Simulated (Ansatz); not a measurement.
Base system: Ti in the hcp (Mg type) structure (space group P6_3/mmc, No. 194; a = 2.902 Å, c = 4.593 Å; relaxed with 0.1 eV smearing). Axes: x lies along a and z along c of the hexagonal cell.

Now apply this change: compressive biaxial strain of 2.20 % in the plane normal to [001], as in epitaxy on a mismatched substrate; the out-of-plane cell vector and the atoms relax.

Levels (all Ansatz, a first-principles code, PAW): PBEsol (420 eV, scalar-relativistic without spin-orbit coupling); r2SCAN (500 eV, no spin-orbit coupling).

The geometry is relaxed with PBEsol.

```
Property          Result
---------------  -------
PBEsol pressure  3.1 GPa
```

### Question
What does r2SCAN give at this geometry for the pressure?

### Answer
The pressure increases by 4.6 GPa (3.1 GPa → 7.7 GPa).

Single points use the geometry relaxed with PBEsol. Their cutoffs differ, which shifts pressures a little. Stability against distortions was not tested. The final runs are not spin-polarised.
